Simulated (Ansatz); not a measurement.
The starting structures come from a database of crystals and need not be the phases stable at ambient conditions.

By PBEsol, the system below comes out a metal.

Data:

```
AlPd
1.0
    4.86579     0.00000     0.00000
    0.00000     6.88127     0.00000
    0.00000     3.44063     3.44063
Al Pd
4 4
Direct
  0.15555   0.15555   0.68890
  0.65555   0.34445   0.81110
  0.84445   0.65555   0.00000
  0.34445   0.84445   0.50000
  0.85177   0.85177   0.29646
  0.35177   0.64823   0.20354
  0.14823   0.35177   0.00000
  0.64823   0.14823   0.50000
```

The cell is taken as given; by PBEsol it stands under a pressure of -1.6 GPa.

The current flows along the normal of the first two printed cell vectors, the (110) plane of the conventional cell. No spin-orbit coupling; the value is a mean over 0.1 eV about the Fermi level.

Task: State the ballistic conductance per area according to PBEsol in Ansatz (a quantum-chemistry and plane-wave program).

Result: 0.38 × 10¹⁵ S/m² for both spins.
